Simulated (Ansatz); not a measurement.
# Zr3N4, pressure series

Start from Zr3N4 (space group I-43d, No. 220; a = 6.703 Å).

Cell and atoms are relaxed at each pressure.

Level of theory: PBEsol (Ansatz, a first-principles code), no spin-orbit coupling.

| change | shortest interatomic distance | band gap |
|---|---|---|
| base | 2.232 Å | 0.75 eV |
| pressure −2 GPa | 2.234 Å | 0.72 eV |
| pressure −1 GPa | 2.233 Å | 0.74 eV |
| pressure 0.3 GPa | 2.232 Å | 0.76 eV |
| pressure 1.5 GPa | 2.231 Å | 0.78 eV |
| pressure 3 GPa | 2.229 Å | 0.79 eV |
| pressure 5 GPa | 2.227 Å | 0.81 eV |
| pressure 10 GPa | 2.221 Å | 0.85 eV |

Load acts through the strain it causes; cell and atoms are relaxed under it. Whether these cells are dynamically stable was not tested. No other phases were tried under pressure.
